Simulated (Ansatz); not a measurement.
How the equilibrium volume per atom of HfO2 (model structure, started from the 2H-MoS2 type, P6₃/mmc, No. 194, 6 atoms in the cell) moves with the method

No measured value is used here.

Problem. Put these levels in order of the equilibrium volume per atom that they give for HfO2 (model structure, started from the 2H-MoS2 type, P6₃/mmc, No. 194, 6 atoms in the cell), smallest first: PBE (Ansatz, an electronic-structure program), PBE-D3(BJ) (Ansatz), PBEsol (Ansatz).

Solution. PBE-D3(BJ) (12.98 Å³/atom), PBEsol (13.25 Å³/atom), PBE (15.22 Å³/atom)

Density-functional levels without +SOC have no spin–orbit coupling. Ansatz's density-functional and Hartree–Fock values are scalar-relativistic unless marked +SOC, with PAW data made under PBE.

A model structure was made by putting elements into a prototype or built by hand; it is no filed structure, need not be a known phase, and can be a saddle point held by its symmetry.
